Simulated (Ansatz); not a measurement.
Input and output of a relaxation of cell and atoms for SiNi3 (Pm-3m, 4 atoms in the cell) (Ansatz, a first-principles code).

Computed with PBE (plane waves, PAW; Ansatz).

```
SiNi3
1.0
    3.49838     0.00000     0.00000
    0.00000     3.49838     0.00000
    0.00000     0.00000     3.49838
Si Ni
1 3
Direct
  0.00000   0.00000   0.00000
  0.00000   0.50000   0.50000
  0.50000   0.00000   0.50000
  0.50000   0.50000   0.00000
```

Reference input (self-consistent single point, DFT, PBE, plane waves, default PAW files): basis.ecutwfc = 420 eV; kpoints.mp_grid.grid = 8 8 8; hamiltonian.xc = pbe; hamiltonian.pseudopotentials = {kind: paw} (the program's default PAW files); scf.occupations.method = cold; scf.occupations.width = 0.1 eV. This run's input differs from it in these lines:

Ansatz 0.2 input:
```diff
@@ -12,3 +12,3 @@
 basis:
-  ecutwfc: 420.0 eV
+  ecutwfc: 590.0 eV
 kpoints:
@@ -24,2 +24,4 @@
     width: 0.1 eV
+relax:
+  cell: {}
 output:
```

The program printed (abridged):

```
   [... SCF lines of the steps left out ...]
relax step   1: F+E_penalty+E_count = -18156.80204260 eV  Δ(F+E_penalty+E_count) = +0.000e0 eV  max|allowed force component| = 1.914e-28 eV/Å  Δτ_max = 0.0000 Å  P = +1.420 GPa  Ω = 42.815 Å³  (7 SCF iters, dr2 threshold 1.00e-7 eV, accepted)
relax step   2: F+E_penalty+E_count = -18156.80297587 eV  Δ(F+E_penalty+E_count) = -9.333e-4 eV  max|allowed force component| = 6.340e-29 eV/Å  Δτ_max = 0.0000 Å  P = +0.682 GPa  Ω = 42.960 Å³  energy of the carried Pulay correction = -1.456e-5 eV  [...]
relax step   3: F+E_penalty+E_count = -18156.80325259 eV  Δ(F+E_penalty+E_count) = -2.767e-4 eV  max|allowed force component| = 6.237e-30 eV/Å  Δτ_max = 0.0000 Å  P = +0.009 GPa  Ω = 43.094 Å³  energy of the carried Pulay correction = -2.807e-5 eV  [...]
relax step   4: F+E_penalty+E_count = -18156.80327844 eV  Δ(F+E_penalty+E_count) = -2.585e-5 eV  max|allowed force component| = 6.734e-30 eV/Å  Δτ_max = 0.0000 Å  P = +0.010 GPa  Ω = 43.094 Å³  stress off target by 9.64e-3 GPa  SCF on the basis [...]
basis re-selected at this cell: Δ(F+E_penalty+E_count) = -2.585e-5 eV, ΔP = +0.001 GPa vs the last step
the relaxation is at rest under the 48 symmetry operations that the run kept from its start: a minimum is not shown …
Stability not checked (fill_not_monotonic)
Free energy (F): -18156.803278 eV
Internal energy: -18156.808817 eV  (E = F + TS)
   [... lines left out ...]
Fermi energy:    17.490733 eV
  cell:  # Å, volume = 43.0945 Å³
   [... lines left out ...]
    - [9.62964972193618e-35, 1.6049416203226965e-35, 3.505961724531305]
  atoms:
    - { symbol: Si, position: [-3.440756142464276e-36, -1.1469187142631556e-36, -3.4407561427751236e-36] }
    - { symbol: Ni, position: [-2.1791455570854173e-35, 0.5, 0.5] }
    - { symbol: Ni, position: [0.5, -5.734593571218768e-36, 0.5] }
    - { symbol: Ni, position: [0.5, 0.5, -3.440756142741741e-36] }
```

The run converged. 

Summary of the result:
```
Quantity                                                                           Value
-----------------------------------------------  ---------------------------------------
Free energy E − TS (on the zero of these files)                           -18156.8033 eV
Fermi level (on the code's own zero)                                            17.49 eV
Pressure                                                                        0.01 GPa
Final cell                                       a = b = c = 3.506 Å, α = β = γ = 90.00°
Final volume per atom                                                           10.77 Å³
Relaxation steps                                                                       4
```

The starting cell comes from a database of computed structures (which also holds hypothetical and non-ambient phases and stackings), without a prior relaxation at this level. Its lattice was rescaled by a random factor within 2.5 % of one. Spin polarisation is off. The relaxation keeps the symmetry of its start, so its end need not be a minimum. Ansatz's pressure includes its estimate of the finite-basis (Pulay) stress.
